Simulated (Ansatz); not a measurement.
Here is the system:

```
CELL_PARAMETERS angstrom
      3.10888     0.00000     0.00000
     -1.55444     2.69237     0.00000
      0.00000     0.00000    11.70877
ATOMIC_POSITIONS crystal
  Mo 0.33333 0.66667 0.25000
  Mo 0.66667 0.33333 0.75000
  S  0.33333 0.66667 0.61649
  S  0.66667 0.33333 0.11649
  S  0.66667 0.33333 0.38351
  S  0.33333 0.66667 0.88351
```

A single point on WS2 with a change (W → Mo), its geometry relaxed with PBEsol-D3(BJ).

Level of theory: Ansatz (a quantum-chemistry and plane-wave program) PBEsol, spin-orbit coupling included. Γ-centred 12×12×3 mesh, Fermi–Dirac width 0.05 eV.

**Question.** Predict the width of the top valence band and valence-band top at Γ.

**Answer.** 
- Width of the top valence band = 1.87 eV
- Valence-band top at Γ (three highest Kramers pairs, from the VBM) = 0.00, -0.97, -1.60 eV

Single points use the geometry relaxed with PBEsol-D3(BJ). The levels and masses belong to the bands next to the band gap. Whether these cells are dynamically stable was not tested. The cell was made from WS2 by this change: W → Mo.
